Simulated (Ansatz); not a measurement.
Effect of tensor shear ε_xy = +2.00 % on SnTe

Consider SnTe in the rock salt structure (space group Fm-3m, No. 225; a = 6.289 Å). Axes: x, y, z lie along the cube axes.

Perturbation: a pure shear with ε_xy = ε_yx = 0.0200, atoms relaxed at fixed cell.

The values are results of PBEsol, PAW, 420 eV (Ansatz, a quantum-chemistry and plane-wave program; no spin-orbit coupling), not measurements. Γ-centred 13×13×13 mesh, Fermi–Dirac width 0.05 eV.

The volume per atom hardly moves (31.09 Å³ against 31.08 Å³) and the space group changes from Fm-3m (No. 225) to Immm (No. 71). The energy increases by 2.6 meV/atom and the pressure (mean of the normal stresses, compression positive) stays 0.0 GPa. The band gap becomes zero (base: 0.16 eV) (uncertain: the edges found look like a band crossing or inverted bands; the base alone) and the stress (xx, yy, zz, yz, xz, xy; compression positive) is (0.0, 0.0, 0.0, 0.0, 0.0, -0.7) GPa (rough).

Without a gap, meshes like the base's 13×13×13 leave anisotropic stresses uncertain by several tenths of a GPa, and small strain energies with them. Spin-orbit coupling, missing from the scalar runs, can matter with Te. The cells carry an imposed strain or load. Stability against distortions was not tested. All final runs are without spin polarisation. A zero or small gap of SnTe can be the functional's error rather than a property of the material.
